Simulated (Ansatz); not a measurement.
Base system: HfSiO$_{4}$ (space group I4_1/amd, No. 141).

```
CELL_PARAMETERS angstrom
     -3.29099     3.29099     2.98571
      3.29099    -3.29099     2.98571
      3.29099     3.29099    -2.98571
ATOMIC_POSITIONS crystal
  O  0.13525 0.31987 0.81538
  O  0.61475 0.93013 0.68462
  O  0.24550 0.93013 0.31538
  O  0.50450 0.31987 0.18462
  O  0.68013 0.86475 0.18462
  O  0.06987 0.75450 0.68462
  O  0.06987 0.38525 0.31538
  O  0.68013 0.49550 0.81538
  Si 0.50000 0.50000 0.00000
  Si 0.25000 0.75000 0.50000
  Hf 0.75000 0.25000 0.50000
  Hf 0.00000 0.00000 0.00000
```

The values are results of Ansatz (a program for electronic structure), r2SCAN, PAW, cutoff 500 eV, scalar-relativistic without spin-orbit coupling, not measurements.

Before the change:

The lattice parameter a is 6.582 Å.

Perturbation: a hydrostatic pressure of 10 GPa.

Problem. What happens to the lattice parameter a?

Solution. The lattice parameter a decreases by 0.096 Å (6.582 Å → 6.486 Å).

Load acts through the strain it causes; cell and atoms are relaxed under it. Whether these cells are dynamically stable was not tested. No other phases were tried under pressure.
